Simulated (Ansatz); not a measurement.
Partial pair distribution functions of a relaxed model of amorphous Si$_{36}$C$_{20}$H$_{14}$, broadened by 0.06 Å; density 2.28 g/cm³. These are PBE, scalar-relativistic without spin-orbit coupling (plane waves to 420 eV, PAW; Ansatz, a first-principles code) values and carry that method's errors.

A CHGNet melt-quench gave the starting glass, which DFT then relaxed. The hot cell started wider than the set density and was brought back towards it in steps. It is the lowest in DFT energy of 2 quenches. It is a model cell: composition and starting density were chosen by hand, and all elements were melted together. No dispersion term was used. Its density started from a set value of 2.20 and ended at 2.28 g/cm³. Cooling (nominally 370 K/ps over its main leg) ran many orders faster than in experiment, which tends to leave more defects and strain. One small periodic cell is one sample of the glass; other quenches scatter about these values. The volume was free in the relaxation, at fixed shape. Stress components on the final sampling reach 3.2 GPa. On a 2×2×2 Γ-centred mesh force components of up to 0.21 eV/Å stay, since the relaxation ran on one k-point at (1/4, 1/4, 1/4).

| r (Å) | g Si-Si | g Si-C | g C-C | g H-H |
|---|---|---|---|---|
| 1.20 | 0.00 | 0.00 | 0.02 | 0.00 |
| 1.30 | 0.00 | 0.00 | 0.57 | 0.00 |
| 1.40 | 0.00 | 0.00 | 2.15 | 0.00 |
| 1.50 | 0.00 | 0.00 | 4.40 | 0.00 |
| 1.60 | 0.00 | 0.01 | 2.55 | 0.14 |
| 1.70 | 0.00 | 0.30 | 0.13 | 2.38 |
| 1.80 | 0.00 | 2.73 | 0.00 | 3.72 |
| 1.90 | 0.00 | 7.92 | 0.00 | 2.09 |
| 2.00 | 0.00 | 4.26 | 0.00 | 0.90 |
| 2.10 | 0.01 | 0.38 | 0.00 | 2.11 |
| 2.20 | 0.30 | 0.00 | 0.00 | 3.21 |
| 2.30 | 1.94 | 0.00 | 0.00 | 0.93 |
| 2.40 | 3.17 | 0.00 | 0.00 | 0.77 |
| 2.50 | 1.77 | 0.06 | 0.00 | 0.49 |
| 2.60 | 1.10 | 0.34 | 0.03 | 1.34 |
| 2.70 | 0.57 | 0.45 | 0.54 | 2.47 |
| 2.80 | 0.47 | 0.71 | 1.63 | 1.97 |
| 2.90 | 0.77 | 0.77 | 1.76 | 0.98 |
| 3.00 | 1.32 | 0.71 | 1.74 | 0.71 |
| 3.10 | 1.37 | 1.00 | 2.62 | 1.01 |
| 3.20 | 1.37 | 0.79 | 2.92 | 0.70 |
| 3.30 | 1.15 | 0.76 | 1.58 | 0.08 |
| 3.40 | 0.79 | 0.87 | 0.95 | 0.42 |
| 3.50 | 0.97 | 1.33 | 0.66 | 1.28 |
| 3.60 | 0.96 | 1.77 | 0.75 | 2.18 |
| 3.70 | 0.85 | 1.73 | 0.93 | 1.18 |
| 3.80 | 1.01 | 1.32 | 0.82 | 1.03 |
| 3.90 | 0.75 | 1.00 | 0.79 | 0.37 |
| 4.00 | 0.99 | 1.18 | 1.34 | 0.60 |
| 4.10 | 1.12 | 1.16 | 1.01 | 0.27 |
| 4.20 | 1.05 | 0.94 | 0.99 | 0.86 |
| 4.30 | 1.09 | 0.64 | 1.08 | 0.85 |
| 4.40 | 1.02 | 0.89 | 0.95 | 0.69 |
| 4.50 | 0.88 | 0.84 | 1.15 | 0.59 |
| 4.60 | 1.12 | 0.94 | 0.97 | 0.39 |
| 4.70 | 1.10 | 1.12 | 0.59 | 0.45 |
| 4.80 | 1.04 | 1.12 | 0.80 | 0.87 |

Within 2.74 Å each Si has 2.61 Si neighbours on average.
